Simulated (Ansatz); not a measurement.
WSi2, response to strain

Base system: WSi$_{2}$ (space group I4/mmm, No. 139; a = 3.229 Å, c = 7.870 Å; relaxed with 0.1 eV smearing). Axes: x, y, z lie along a, b, c of the conventional cell.

Strains are applied to the cell and any free atomic positions relax; under biaxial strain the out-of-plane vector relaxes too.

The values are results of PBE (Ansatz, a quantum-chemistry and plane-wave program; PAW; 420 eV plane waves; spin-orbit coupling left out), earlier PAW set, not measurements.

Candidates:
(a) biaxial strain −4.54 %, plane normal [001], relaxed out of plane
(b) isotropic strain +4.34 %
(c) isotropic strain +2.03 %
(d) biaxial strain +4.10 %, plane normal [001], relaxed out of plane
(e) isotropic strain −0.86 %

Notes on the quantities. energy relative to the base: free energy F.

Problem. Order them by energy relative to the base, highest first.

Solution. (b) isotropic strain +4.34 % (+136 meV/atom), (a) biaxial strain −4.54 %, plane normal [001], relaxed out of plane (+96 meV/atom), (d) biaxial strain +4.10 %, plane normal [001], relaxed out of plane (+65 meV/atom), (c) isotropic strain +2.03 % (+32 meV/atom), (e) isotropic strain −0.86 % (+6.4 meV/atom)

Whether these cells are dynamically stable was not tested. All final runs are without spin polarisation.
